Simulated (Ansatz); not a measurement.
# ZrSi2, response to strain

Take ZrSi₂ (space group Cmcm, No. 63; a = 3.6887 Å, b = 14.8584 Å, c = 3.6668 Å) as the base. Axes: x, y, z lie along a, b, c of the conventional cell.

Strains are applied to the cell and any free atomic positions relax; under biaxial strain the out-of-plane vector relaxes too; under stress the whole cell relaxes.

Calculations: Ansatz (a program for electronic structure) r2SCAN, spin-orbit coupling left out.

Notes on the quantities. pressure: mean of the normal stresses, compression positive; energy relative to the base: free energy F.

```json
[
 {"change": "base", "pressure": "0.0 GPa", "volume per atom": "16.75 Å³", "energy relative to the base": "0 meV/atom"},
 {"change": "biaxial strain +0.29 %, plane normal [001], relaxed out of plane", "pressure": "-0.5 GPa", "volume per atom": "16.82 Å³", "energy relative to the base": "+0.2 meV/atom"},
 {"change": "biaxial strain +2.31 %, plane normal [001], relaxed out of plane", "pressure": "-3.6 GPa", "volume per atom": "17.32 Å³", "energy relative to the base": "+14 meV/atom"},
 {"change": "isotropic strain −2.83 %", "pressure": "13.7 GPa", "volume per atom": "15.37 Å³", "energy relative to the base": "+55 meV/atom"},
 {"change": "isotropic strain −1.37 %", "pressure": "6.0 GPa", "volume per atom": "16.07 Å³", "energy relative to the base": "+12 meV/atom"},
 {"change": "uniaxial strain ε_zz = −2.57 %", "pressure": "4.2 GPa", "volume per atom": "16.32 Å³", "energy relative to the base": "+11 meV/atom"},
 {"change": "uniaxial strain ε_zz = −2.15 %", "pressure": "3.5 GPa", "volume per atom": "16.39 Å³", "energy relative to the base": "+7.5 meV/atom"},
 {"change": "uniaxial strain ε_zz = +5.05 %", "pressure": "-6.4 GPa", "volume per atom": "17.59 Å³", "energy relative to the base": "+36 meV/atom"},
 {"change": "uniaxial stress, 5 GPa compression along z", "pressure": "–", "volume per atom": "16.60 Å³", "energy relative to the base": "+5.0 meV/atom"}
]
```

Without a gap, meshes like the base's 13×13×13 leave anisotropic stresses uncertain by several tenths of a GPa, and small strain energies with them. Beyond what the load breaks, stability against distortions was not tested. All final runs are without spin polarisation.
